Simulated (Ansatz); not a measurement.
Base system: MgH2 in the rutile structure (space group P4_2/mnm, No. 136; a = 4.476 Å, c = 3.008 Å).

Method: PBEsol/PAW in Ansatz (a program for electronic structure), without spin-orbit coupling.

Before the change:

Pressure: 0.00 GPa

Modification: an isotropic linear strain of +1.09 %; the atoms relax in the strained cell.

Task: How does this affect the energy relative to the base?

Result: The energy goes up by 1.7 meV/atom.

Task: Estimate the effect on the pressure.

Result: The pressure (mean of the normal stresses, compression positive) goes from zero to -1.61 GPa.

No phonon test of stability was made.
